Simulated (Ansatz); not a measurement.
## CsSnI3: pressure 50 GPa

Start from CsSnI$_{3}$ in the cubic perovskite structure (space group Pm-3m, No. 221; a = 6.130 Å).

One thing is altered: a hydrostatic pressure of 50 GPa.

All numbers come from Ansatz (a quantum-chemistry and plane-wave program) PBEsol, scalar-relativistic without spin-orbit coupling. Γ-centred 8×8×8 mesh, Fermi–Dirac width 0.05 eV.

```tsv
quantity	base	changed	shift
volume per atom	46.08 Å³	24.72 Å³	-21.36 Å³
density	4.56 g/cm³	8.49 g/cm³	+3.937 g/cm³
shortest interatomic distance	3.065 Å	2.491 Å	-0.5745 Å
enthalpy H = E + PV relative to the base's energy	–	+9.54 eV/atom	–
band gap	0.10 eV	zero	–
```

With I present, leaving out spin-orbit coupling can change the band edges. Load acts through the strain it causes; cell and atoms are relaxed under it. No phonon test of stability was made. Competing high-pressure phases were not computed. All final runs are without spin polarisation. Many cubic perovskites are stable only at high temperature; tilts and polar distortions were not tested. A zero or small gap of CsSnI3 can be the functional's error rather than a property of the material.
